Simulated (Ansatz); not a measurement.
The starting structures come from a database of crystals and need not be the phases stable at ambient conditions.

 Where the default PAW files enter, the runs use the earlier of Ansatz's two default sets.

Inside the gap of an insulator the Bloch states are evanescent, with a wavenumber k + iκ along the transport direction.

Consider the following.

```yaml
crystal:
  lattice:
    - [5.13781, 0.00000, 0.00000]
    - [-2.56890, 4.44947, 0.00000]
    - [2.56890, 1.48316, 4.19500]
  atoms:
    - { symbol: Na, position: [0.50000, 0.75000, 0.75000] }
    - { symbol: Na, position: [0.50000, 0.25000, 0.25000] }
    - { symbol: Te, position: [0.00000, 0.00000, 0.00000] }
```

Space group of this cell: Fm-3m, anti-fluorite. The cell is taken as given.

Transport runs along the normal of the first two printed cell vectors, the (111) plane of the conventional cell.

The gap is the functional's own, uncorrected, and κ follows it; spin-orbit coupling is left out. Mid-gap values are interpolated between the computed energies.

Problem. State the band gap and the smallest decay constant κ at mid-gap according to r2SCAN run with Ansatz (an electronic-structure program).

Solution. Gap 2.68 eV on a 8×8×8 mesh; κ = 0.205 1/Å, at the zone centre.
